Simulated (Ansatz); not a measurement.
We consider Sb (model structure, I-43m, No. 217, 4 atoms in the cell), described by HSE06+SOC (plane waves, PAW; Ansatz, a quantum-chemistry and plane-wave program).

Run with plane-wave cutoff 460 eV, 6×6×6 k mesh, Fermi–Dirac smearing 0.01 eV, PAW data made under PBE.

Cell (relaxed with PBE-D3(BJ)):

```xyz
4
Lattice="-3.3044 3.3044 3.3044 3.3044 -3.3044 3.3044 3.3044 3.3044 -3.3044" Properties=species:S:1:pos:R:3 pbc="T T T"
Sb    -2.2821     2.2821     2.2821
Sb     2.2821    -2.2821     2.2821
Sb     2.2821     2.2821    -2.2821
Sb     1.0223     1.0223     1.0223
```

Problem. What does this level give for the band gap?

Solution. 
- band gap: 0.27 eV (on the SCF k mesh) (direct)

Note: the relaxation could raise the start's symmetry but not lower it, so the cell can be a saddle point; cell and atoms aren't relaxed at this level (largest force component 0.34 eV/Å, pressure 0.5 GPa).

Static lattice: no zero-point or thermal effects.

A model structure was made by putting elements into a prototype or built by hand; it is no filed structure, need not be a known phase, and can be a saddle point held by its symmetry.
